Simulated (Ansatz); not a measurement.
Structures of equal composition on the (100) surface of rock-salt TiC: W on all Ti sites of the second plane; W on all Ti sites of the top plane. The slabs share one bottom face, and each structure is named by its start. These are constructed structures in small cells; real faces may alloy, dewet or reconstruct in larger ones, and not all known structures of the face are among them. Slabs of about 13 Å, Fermi-Dirac smearing of 0.1 eV. Bottom of the slabs: a bare face, its two planes held. Relaxed from the named starts with such symmetry as they have, on meshes of like density; energies extrapolated to zero smearing; spin only where a row says so; no spin-orbit coupling, no U. Brackets mark spin-polarised runs, whose order is one that fits the cell.

These are PBE (plane waves to 420 eV, PAW; Ansatz, a quantum-chemistry and plane-wave program) values and carry that method's errors.

Task: Rank these by energy per 1x1 cell (lowest first), as PBE gives it.

Result: W on all Ti sites of the top plane (0.000 eV), W on all Ti sites of the second plane (0.231 eV)
